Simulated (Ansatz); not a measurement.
**By hand: formation energy of Si_Al in Al (fcc, Fm-3m)**

We look at the formation energy of Si_Al in Al (fcc, Fm-3m). Reaction: Si (diamond) + 107 Al (fcc) → cell A.

A: a supercell of 108 sites of Al (fcc, Fm-3m) with Si on an Al site (12 Al at 2.84 Å); spin state with PBE: run without spin.

Method: Ansatz (a first-principles code), PAW, neutral cells at 0 K with nuclei at rest, on structures from PBE. Ansatz runs with its default PAW set. Other levels take these structures. The lattices are those relaxed with PBE, so at other levels the solids can be strained, which adds to the spread. Larger cells are relaxed from a start prepared with the learned potential CHGNet, on a coarser mesh till forces fall under 0.03 eV/Å, which some starts already meet. A dispersion term (D3(BJ), or D4 for r2SCAN) was computed beside these levels and is taken off wherever the name lacks it. The PAW files were made for PBE and serve at the other functionals too. Space groups of crystals are read within 0.01 Å. Mesh and cell size may move defect energies by 0.1 eV or more. Cell A has symmetry Pm-3m within 0.02 Å and got no random move, so less symmetric positions, which may lie lower, weren't tried.

Total energies of the cells in eV, at zero smearing width. They compare only within one column; the weights balance every element.

| cell | atoms | weight | r2SCAN | RPBE |
|---|---|---|---|---|
| A: Al:Si_Al | 108 | +1 | -58461.16983 | -58465.25415 |
| Si (diamond) | 64 | −1/64 | -40900.05066 | -40889.60060 |
| Al (fcc) | 108 | −107/108 | -58363.10627 | -58367.19284 |

r2SCAN: (-58461.16983) − 1/64 × (-40900.05066) − 107/108 × (-58363.10627) = 0.601 eV.

RPBE: (-58465.25415) − 1/64 × (-40889.60060) − 107/108 × (-58367.19284) = 0.402 eV.
